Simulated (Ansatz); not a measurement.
The parent structure is CdS in the wurtzite structure (space group P6_3mc, No. 186; a = 4.1962 Å, c = 6.8295 Å).

Calculations: PBE (Ansatz, a quantum-chemistry and plane-wave program; PAW; 420 eV plane waves; no spin-orbit coupling).

Base values:

```
Quantity                             Result
---------------------  --------------------
Valence-band top at Γ  0.00, 0.00, -0.04 eV
Band gap                            1.11 eV
```

It is then changed as follows: every lattice vector is shortened by 1.80 %; the atoms relax in the strained cell.

### Question
How does this affect the valence-band top at Γ and band gap?

### Answer
The valence-band top at Γ (three highest levels, from the VBM) goes from 0.00, 0.00, -0.04 eV to 0.00, 0.00, -0.05 eV; the band gap increases by 0.13 eV (1.11 eV → 1.24 eV).

Stability against distortions was not tested.
